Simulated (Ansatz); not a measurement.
Be: pressure 1.5 GPa

The parent structure is Be in the bcc (W type) structure (space group Im-3m, No. 229; a = 2.493 Å; a cell from a computed database, its experimental status unchecked).

One thing is altered: cell and atoms relaxed at a pressure of 1.5 GPa.

The values are results of plane-wave PAW DFT at the PBEsol level (Ansatz, an electronic-structure program, 420 eV), no spin-orbit coupling, not measurements. Settings: 26×26×26 k-points, 0.05 eV Fermi–Dirac smearing.

```json
[
 {"quantity": "volume per atom", "base": "7.74 Å³", "changed": "7.65 Å³", "shift": "-0.09 Å³"},
 {"quantity": "density", "base": "1.93 g/cm³", "changed": "1.96 g/cm³", "shift": "+0.023 g/cm³"},
 {"quantity": "lattice parameter a", "base": "2.493 Å", "changed": "2.483 Å", "shift": "-0.010 Å"},
 {"quantity": "shortest interatomic distance", "base": "2.159 Å", "changed": "2.150 Å", "shift": "-0.0084 Å"},
 {"quantity": "enthalpy H = E + PV relative to the base's energy", "base": "–", "changed": "+0.07 eV/atom", "shift": "–"},
 {"quantity": "band gap", "base": "zero", "changed": "zero", "shift": "–"}
]
```

Final structure:

```yaml
crystal:
  lattice:
    - [-1.24147, 1.24147, 1.24147]
    - [1.24147, -1.24147, 1.24147]
    - [1.24147, 1.24147, -1.24147]
  atoms:
    - { symbol: Be, position: [0.00000, 0.00000, 0.00000] }
```

Cost of the whole job for the changed cell (relaxation, final SCF and bands): roughly 11 core-seconds.

Load acts through the strain it causes; cell and atoms are relaxed under it. No phonon test of stability was made. This is not the structure that Be has at room temperature and ambient pressure.
